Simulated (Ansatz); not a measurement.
# WC (model structure, started from the NbAs type, I4₁md, No. 109, 4 atoms in the cell): equilibrium volume per atom by level of theory

No measured value is used here.

```
level (code)         value (Å³/atom)
-------------------  ---------------
PBE (Ansatz)                   10.52
PBEsol (Ansatz)                    …
PBE-D3(BJ) (Ansatz)            10.33
```

Q: What belongs in the gaps?

A: 
- PBEsol (Ansatz, an electronic-structure program), value (Å³/atom): 10.28

Density-functional levels without +SOC have no spin–orbit coupling. Ansatz's density-functional and Hartree–Fock values are scalar-relativistic unless marked +SOC, with PAW data made under PBE.

A model structure was made by putting elements into a prototype or built by hand; it is no filed structure, need not be a known phase, and can be a saddle point held by its symmetry.
